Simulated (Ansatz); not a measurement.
Data:

```
CELL_PARAMETERS angstrom
      4.34023     0.00000     0.00000
      0.00000     5.30596     0.00000
      0.00000     0.00000     3.32676
ATOMIC_POSITIONS crystal
  Fe 0.50000 0.50000 0.50000
  Fe 0.00000 0.00000 0.00000
  S  0.70672 0.87443 0.50000
  S  0.20672 0.62557 0.00000
  S  0.79328 0.37443 0.00000
  S  0.29328 0.12557 0.50000
```

No spin polarisation.

Calculations: PBEsol in Ansatz (plane waves to 420 eV, PAW, no spin-orbit coupling), earlier PAW set. k-mesh 8×6×10 (Γ-centred); smearing 0.05 eV (Fermi–Dirac).

Question: Predict the band gap and smallest direct gap.

Answer: The band gap is 0.95 eV and the smallest direct gap is 1.26 eV.

Load acts through the strain it causes; cell and atoms are relaxed under it. Whether these cells are dynamically stable was not tested. All final runs are without spin polarisation. The cell was made from FeS2 (space group Pnnm, No. 58; non-magnetic) by this change: pressure 3 GPa.

Ansatz is a program for electronic structure.
